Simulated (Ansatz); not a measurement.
## Amorphous tellurium (Te₆₄)

Preparation: random packing, a CHGNet melt and quench, and a DFT relaxation. The hot cell started wider than the set density and was brought back towards it in steps. It is the lowest in DFT energy of 4 quenches. It is a model cell: composition and starting density were chosen by hand, and all elements were melted together. The geometry includes D3(BJ) dispersion.

The numbers are results of PBE-D3(BJ), scalar-relativistic without spin-orbit coupling, PAW (Ansatz default set, large-core Te) (plane waves to 420 eV; Ansatz, an electronic-structure program), not measurements. Geometry, pressure, stress and energy are those of the PBE run. Its sampling: a 2×2×2 Γ-centred mesh; Fermi-Dirac width 0.05 eV; no spin polarisation. The levels at the Fermi energy are partly filled. A closed spacing in one fast-quenched cell at PBE doesn't show the material to be a metal.

- Number of atoms in the cell = 64
- Density (volume relaxed, with D3(BJ)) = 6.56 g/cm³
- Volume per atom = 32.29 Å³
- Pressure on a 2×2×2 Γ-centred mesh = 0.15 GPa
- Largest force and stress component on that mesh (the relaxation ran on one k-point at (1/4, 1/4, 1/4)) = 0.34 eV/Å and 0.4 GPa
- Energy relative to trigonal Te (lowest mix at this level among the phases computed, not always the ambient ones) = 148 meV/atom
- Gap on a 2×2×2 Γ-centred mesh (PBE) = within the smearing (under twice its width)

Cut-offs for bonds: Te-Te 3.31 Å.

```json
{
  "Mean coordination of Te": "3.72 (6 with 2, 17 with 3, 30 with 4, 11 with 5)",
  "Mean Te-Te bond": "3.051 Å (spread 0.136 Å, 119 counted)",
  "Bond angle at Te": "mean 105.9°, spread 30.8°"
}
```

Its density started from a set value of 5.60 g/cm³. Cooling (nominally 33 K/ps over its main leg) ran many orders faster than in experiment, which tends to leave more defects and strain. A cell of this size samples the disorder only roughly. The volume was free in the relaxation, at fixed shape. On a 2×2×2 Γ-centred mesh force components of up to 0.34 eV/Å stay, since the relaxation ran on one k-point at (1/4, 1/4, 1/4).
